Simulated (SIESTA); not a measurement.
# A self-consistent single point of Cs (Im-3m, 1 atom in the cell) with SIESTA

Method of the run: GGA PBEsol, numerical atomic orbitals DZP, PseudoDojo PBEsol standard norm-conserving potentials (rewritten from UPF to PSML) run with SIESTA.

Input:

```
# files in the folder: Cs.psml (PseudoDojo PBEsol standard)
SystemName  Cs
SystemLabel siesta

NumberOfAtoms                1
NumberOfSpecies              1
%block ChemicalSpeciesLabel
  1 55 Cs
%endblock ChemicalSpeciesLabel
LatticeConstant              1.0 Bohr
%block LatticeVectors
    -5.734846357    5.734846357    5.734846357
     5.734846357   -5.734846357    5.734846357
     5.734846357    5.734846357   -5.734846357
%endblock LatticeVectors
AtomicCoordinatesFormat      Ang
%block AtomicCoordinatesAndAtomicSpecies
     0.000000000    0.000000000    0.000000000  1
%endblock AtomicCoordinatesAndAtomicSpecies

XC.functional                GGA
XC.authors                   PBEsol
PAO.BasisSize                DZP
PAO.EnergyShift              0.01 Ry
MeshCutoff                   300 Ry
%block kgrid.MonkhorstPack
    8   0   0  0.0
    0   8   0  0.0
    0   0   8  0.0
%endblock kgrid.MonkhorstPack
OccupationFunction           MP
OccupationMPOrder            0
ElectronicTemperature        100.0 meV

MaxSCFIterations             150
SCF.Mixer.Method             Broyden
SCF.Mixer.Weight             0.2
SCF.Mixer.History            6
SCF.DM.Tolerance             1.0E-04
Diag.ParallelOverK           true
WriteForces                  true
```

Output, abridged:

```
reinit: Reading from file input.fdf

reinit: System Name: Cs
reinit: System Label: siesta

coor:   Atomic-coordinates input format  =     Cartesian coordinates
coor:                                          (in Angstroms)

siesta: Atomic coordinates (Bohr) and species
siesta:      0.00000   0.00000   0.00000  1        1

siesta: System type = bulk

initatomlists: Number of atoms, orbitals, and projectors:      1     9    18

siesta: ******************** Simulation parameters ****************************
redata: Spin configuration                          = none
redata: Time-Reversal Symmetry                      = T
redata: Number of Atomic Species                    =        1
redata: Mesh Cutoff                                 =   300.0000 Ry
redata: Net charge of the system                    =     0.0000 |e|
redata: Min. number of SCF Iter                     =        0
redata: Max. number of SCF Iter                     =      150
redata: SCF convergence failure will abort job
redata: SCF mix quantity                            = Hamiltonian
redata: Mix DM or H after convergence               =   F
redata: Recompute H after scf cycle                 =   F
redata: Mix DM in first SCF step                    =   T
redata: No kicks to SCF
redata: DM Mixing Weight for Kicks                  =     0.5000
redata: Require Harris convergence for SCF          =   F
redata: Harris energy tolerance for SCF             =     0.000100 eV
redata: Require DM convergence for SCF              =   T
redata: DM tolerance for SCF                        =     0.000100
redata: Require EDM convergence for SCF             =   F
redata: EDM tolerance for SCF                       =     0.001000 eV
redata: Require H convergence for SCF               =   T
redata: Hamiltonian tolerance for SCF               =     0.001000 eV
redata: Require (free) Energy convergence for SCF   =   F
redata: (free) Energy tolerance for SCF             =     0.000100 eV
redata: Using DFT-D3 dispersion                     =   F
redata: Using Saved Data (generic)                  =   F
redata: Method of Calculation                       = Diagonalization
redata: Electronic Temperature                      =  1160.4518 K
redata: Number of TDED substeps                     =        3
redata: Dynamics option                             = Single-point calculation
redata: Save all siesta data in one NC              =   F
redata: ***********************************************************************

%block SCF.Mixers
  Broyden
%endblock SCF.Mixers

%block SCF.Mixer.Broyden
  # Mixing method
  method broyden

  # Mixing options
  weight 0.2000
  weight.linear 0.2000
  weight.prime 0.2000
  history 6
%endblock SCF.Mixer.Broyden

DM_history_depth set to one: no extrapolation allowed by default for geometry relaxation
Size of DM history Fstack: 1
Total number of electrons:     9.000000
Total ionic charge:     9.000000

* ProcessorY, Blocksize:    1  10

* Orbital distribution balance (max,min):     9     9

k-point displ. along   1 input, could be:     0.00    0.50
k-point displ. along   2 input, could be:     0.00    0.50
k-point displ. along   3 input, could be:     0.00    0.50
 Kpoints in:          320 . Kpoints trimmed:          296

siesta: k-grid: Number of k-points = 296
siesta: k-points from Monkhorst-Pack grid
siesta: k-cutoff (effective) =    21.025 Ang
siesta: k-point supercell and displacements
siesta: k-grid:     8     0     0      0.000
siesta: k-grid:     0     8     0      0.000
siesta: k-grid:     0     0     8      0.000

diag: Algorithm                                     = D&C
diag: Parallel over k                               =   F
diag: Use parallel 2D distribution                  =   F
diag: Parallel block-size                           = 10
diag: Parallel distribution                         =     1 x     1
diag: Used triangular part                          = Lower
diag: Absolute tolerance                            =  0.100E-15
diag: Orthogonalization factor                      =  0.100E-05
diag: Memory factor                                 =  1.0000

superc: Internal auxiliary supercell:     5 x     5 x     5  =     125
superc: Number of atoms, orbitals, and projectors:    125   1125   2250

                        Single-point calculation

superc: Internal auxiliary supercell:     5 x     5 x     5  =     125
superc: Number of atoms, orbitals, and projectors:    125   1125   2250

outcell: Unit cell vectors (Ang):
       -3.034750    3.034750    3.034750
        3.034750   -3.034750    3.034750
        3.034750    3.034750   -3.034750

outcell: Cell vector modules (Ang)   :    5.256341    5.256341    5.256341
outcell: Cell angles (23,13,12) (deg):    109.4712    109.4712    109.4712
outcell: Cell volume (Ang**3)        :    111.7966
new_DM -- step:     1
Initializing Density Matrix...

Attempting to read DM from file... Failed...
DM filled with atomic data:

InitMesh: MESH = 48 x 48 x 48 = 110592
InitMesh: Mesh cutoff (required, used) =   300.000   345.707 Ry

stepf: Methfessel-Paxton step function
       Using Hermite-Gauss polynomials of order  0

        iscf     Eharris(eV)        E_KS(eV)     FreeEng(eV)     dDmax    Ef(eV) dHmax(eV)
   scf:    1     -635.628577     -635.171497     -635.178716  0.318709 -2.065453  1.839943
   scf:    2     -635.228360     -635.200446     -635.207641  0.022382 -2.100139  1.357645
   scf:    3     -635.259275     -635.233248     -635.240394  0.058312 -2.195024  0.038237
   scf:    4     -635.233295     -635.233274     -635.240418  0.001677 -2.198621  0.004204
   scf:    5     -635.233279     -635.233276     -635.240419  0.000195 -2.199459  0.003188
   scf:    6     -635.233280     -635.233278     -635.240419  0.000137 -2.200092  0.002401
   scf:    7     -635.233281     -635.233279     -635.240420  0.000110 -2.200595  0.001773
   scf:    8     -635.233281     -635.233280     -635.240420  0.000076 -2.200955  0.001319
   scf:    9     -635.233282     -635.233281     -635.240420  0.000060 -2.201221  0.000989

SCF Convergence by DM+H criterion
max |DM_out - DM_in|         :     0.0000597417
max |H_out - H_in|      (eV) :     0.0009888605
SCF cycle converged after 9 iterations

Using DM_out to compute the final energy and forces

siesta: E_KS(eV) =             -635.2333

siesta: E_KS - E_eggbox =      -635.2333

siesta: Atomic forces (eV/Ang):
     1    0.000000    0.000000    0.000000
   Tot    0.000000    0.000000    0.000000
   Max    0.000000
   Res    0.000000    sqrt( Sum f_i^2 / 3N )
   Max    0.000000    constrained

Stress tensor Voigt[x,y,z,yz,xz,xy] (kbar):       -1.07       -1.07       -1.07        0.00        0.00        0.00
(Free)E + p*V (eV/cell)     -635.1659
Target enthalpy (eV/cell)     -635.2404

siesta: Program's energy decomposition (eV):
siesta: Ebs     =      -133.769505
siesta: Eions   =       965.736361
siesta: Ena     =       276.799261
siesta: Ekin    =       139.321889
siesta: Enl     =        89.049258
siesta: Eso     =         0.000000
siesta: Edftu   =         0.000000
siesta: DEna    =         9.581489
siesta: DUscf   =         0.191615
siesta: DUext   =         0.000000
siesta: Ex      =      -167.340651
siesta: Ec      =       -17.099781
siesta: Exc     =      -184.440432
siesta: Eharris =      -635.233282
siesta: Etot    =      -635.233281
siesta: FreeEng =      -635.240420

siesta: Stress tensor (static) (eV/Ang**3):
siesta:    -0.000667    0.000000    0.000000
siesta:     0.000000   -0.000667    0.000000
siesta:     0.000000    0.000000   -0.000667

siesta: Cell volume =        111.796640 Ang**3

siesta: Pressure (static):
siesta:                Solid            Molecule  Units
siesta:           0.00000726          0.00000726  Ry/Bohr**3
siesta:           0.00066683          0.00066683  eV/Ang**3
siesta:           1.06837266          1.06837266  kBar
```

The run converged in 9 iterations.

The starting cell has typed, rounded lattice constants, without a prior relaxation at this level. Its lattice was rescaled by up to half a per cent. Values carry the incompleteness of an atom-centred basis.
